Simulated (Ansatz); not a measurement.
Start from SiC in the wurtzite structure (space group P6_3mc, No. 186; a = 3.0919 Å, c = 5.0742 Å). Axes: x lies along a and z along c of the hexagonal cell.

Structures relaxed with Kohn–Sham DFT with the PBE functional, run in Ansatz (an electronic-structure program) with PAW and 420 eV plane waves, no SOC, earlier PAW set.

Base:

Simulated powder pattern, Mo Kα, λ = 0.71073 Å (kinematic, ideal powder, no thermal factors, no anomalous dispersion; the 10 strongest lines at most, above 2 %, up to 2θ = 40°):

| 2θ (°) | I/Imax (%) | hkl |
|---|---|---|
| 15.25 | 72 | (100) |
| 16.10 | 50 | (002) |
| 17.26 | 100 | (101) |
| 22.25 | 29 | (102) |
| 26.58 | 52 | (110) |
| 28.78 | 54 | (103) |
| 30.78 | 8.1 | (200) |
| 31.23 | 41 | (112) |
| 31.87 | 18 | (201) |
| 39.57 | 19 | (203) |

It is then changed as follows: tensile biaxial strain of 2.22 % in the plane normal to [001], as in epitaxy on a mismatched substrate; the out-of-plane cell vector and the atoms relax.

Predict the new powder pattern.


Simulated powder pattern, Mo Kα, λ = 0.71073 Å (kinematic, ideal powder, no thermal factors, no anomalous dispersion; the 10 strongest lines at most, above 2 %, up to 2θ = 40°):

```csv
2θ (°),d (Å),I/Imax (%),hkl
14.92,2.737,75,(100)
16.17,2.527,49,(002)
16.98,2.407,100,(101)
22.07,1.857,29,(102)
25.99,1.580,54,(110)
28.68,1.435,52,(103)
30.10,1.369,8.5,(200)
30.76,1.340,43,(112)
31.21,1.321,19,(201)
39.09,1.062,19,(203)
```

The indices refer to the base's conventional cell; one index is shown for lines that coincide.

Whether these cells are dynamically stable was not tested.
